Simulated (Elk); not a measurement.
Band structure of RbSr3 (I4/mmm, 4 atoms in the cell).

```
CELL_PARAMETERS angstrom
     -3.09065     3.09065     6.37601
      3.09065    -3.09065     6.37601
      3.09065     3.09065    -6.37601
ATOMIC_POSITIONS crystal
  Rb 0.00000 0.00000 0.00000
  Sr 0.75000 0.25000 0.50000
  Sr 0.25000 0.75000 0.50000
  Sr 0.50000 0.50000 0.00000
```

Method: PBEsol, all-electron FP-LAPW, Elk's shipped species files, default APW+lo basis in Elk 10.2.4.

Settings: xctype = 22; swidth = 0.00367493 Ha; ngridk = 5 5 5; maxscl = 100.

The starting cell comes from a database of computed structures (which also holds hypothetical and non-ambient phases and stackings), without a prior relaxation at this level. Values depend on the basis (sphere radii, cutoffs, local orbitals), which need not be converged.

Levels in eV from the Fermi level, bands 17 to 24:
| point | 17 | 18 | 19 | 20 | 21 | 22 | 23 | 24 |
|---|---|---|---|---|---|---|---|---|
| Γ | -3.27 | -0.37 | 0.16 | 0.43 | 0.64 | 0.84 | 0.84 | 0.87 |
| X | -1.18 | -1.13 | -0.98 | -0.43 | 0.09 | 0.40 | 0.98 | 1.02 |
| Y | -1.26 | -1.21 | -1.02 | -0.58 | 0.31 | 0.65 | 0.96 | 0.97 |
| S | -1.67 | -1.65 | -1.21 | 0.24 | 0.65 | 0.82 | 0.99 | 1.22 |
| Z | -2.29 | -1.98 | -0.29 | -0.27 | 0.59 | 0.59 | 1.03 | 1.24 |
| S1 | -1.67 | -1.65 | -1.21 | 0.24 | 0.65 | 0.82 | 0.99 | 1.22 |
| N | -1.95 | -1.70 | -0.15 | -0.13 | 0.62 | 0.82 | 0.94 | 1.07 |
| P | -1.16 | -1.06 | -1.06 | -0.52 | 0.30 | 0.59 | 0.59 | 0.68 |
| Y1 | -1.26 | -1.21 | -1.02 | -0.58 | 0.31 | 0.65 | 0.96 | 0.97 |

Bands cross the Fermi level along this path, so the cell is metallic at this level.
